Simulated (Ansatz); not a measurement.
System: BBi (model structure, started from the wurtzite type, P6₃mc, No. 186, 4 atoms in the cell). Method: PBE (plane waves, PAW; Ansatz, an electronic-structure program).

Settings: plane-wave cutoff 520 eV, 18×18×10 k mesh (along the axes of the cell as run), Fermi–Dirac smearing 0.05 eV, scalar-relativistic PAW data made under PBE.

Cell (relaxed with PBEsol):

```yaml
crystal:
  lattice:
    - [3.84115, 0.00000, 0.00000]
    - [-1.92058, 3.32654, 0.00000]
    - [0.00000, 0.00000, 6.33130]
  atoms:
    - { symbol: B, position: [0.66667, 0.33333, 0.99992] }
    - { symbol: B, position: [0.33333, 0.66667, 0.49992] }
    - { symbol: Bi, position: [0.66667, 0.33333, 0.62528] }
    - { symbol: Bi, position: [0.33333, 0.66667, 0.12528] }
```

Problem. Predict the band gap.

Solution. 
- band gap = 0.14 eV (under three smearing widths, so not firm)

Note: the relaxation could raise the start's symmetry but not lower it, so the cell can be a saddle point; cell and atoms aren't relaxed at this level (pressure 2.9 GPa).

Spin–orbit coupling is not included; it can close the smallest gap of 0.14 eV.

Static lattice: no zero-point or thermal effects.

A model structure was made by putting elements into a prototype or built by hand; it is no filed structure, need not be a known phase, and can be a saddle point held by its symmetry.
